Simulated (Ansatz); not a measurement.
**GeS (model structure, started from the PtS type, P4₂/mmc, No. 131, 4 atoms in the cell): lattice constant a by level of theory**

No measured value is used here.

```json
[
 {"level (code)": "PBE (Ansatz)", "value (Å)": "…"},
 {"level (code)": "PBEsol (Ansatz)", "value (Å)": "3.392"},
 {"level (code)": "PBE-D3(BJ) (Ansatz)", "value (Å)": "3.409"}
]
```

Problem. Fill in the missing entries.

Solution. 
- PBE (Ansatz, an electronic-structure program), value (Å): 3.522

Ansatz's density-functional and Hartree–Fock values are scalar-relativistic unless marked +SOC, with PAW data made under PBE.

A model structure was made by putting elements into a prototype or built by hand; it is no filed structure, need not be a known phase, and can be a saddle point held by its symmetry.
